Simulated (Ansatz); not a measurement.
# Point-defect migration in rock-salt TiN

Some mobile defects of rock-salt TiN. All values below come from PBE, PAW (plane waves to 420 eV; Ansatz, an electronic-structure program).

Barriers are those of the lowest checked hop between equivalent sites (a dopant's own exchange with the vacancy apart), from the lowest site run (climbing-image NEB, static, fixed cells, no finite-size terms; on the finer meshes named, energies are single points at the band's geometries). One hop need not carry long-range diffusion, and untried routes could be lower. Saddle orders were checked for a part of the study's bands only and are not shown. Vacancies start on their lattice site; split forms were not set up.

| Defect | Route | Hop (Å) | Direction in the unit cell | Neighbours at the saddle | Cell | Barrier (eV) |
|---|---|---|---|---|---|---|
| interstitial B, charge 0 | B moves farthest | 2.11 | (0.00, 0.50, 0.00) | 2 N at 1.38; Ti at 1.97, Ti at 1.98 Å | 64 sites, 4×4×4 shifted | 1.15 |
| O-vacancy pair (O on N, N vacant), charge 0 | a nearby N jumps into the vacancy (O-vacancy distance between ideal sites 3.00 Å throughout) | 2.96 | (0.49, 0.49, 0.00) | N at 2.35; Ti at 1.83, Ti at 1.86, Ti at 2.00, Ti at 2.16 Å | 64 sites, 4×4×4 shifted | 3.04 |
| interstitial Cu, charge 0 | Cu moves farthest | 2.12 | (0.00, 0.50, 0.00) | 2 N at 1.75; 2 Ti at 2.08 Å | 64 sites, 4×4×4 shifted | … |

Question: Some entries are withheld; supply them.

Answer: 
- interstitial Cu, charge 0, Barrier (eV): 1.40
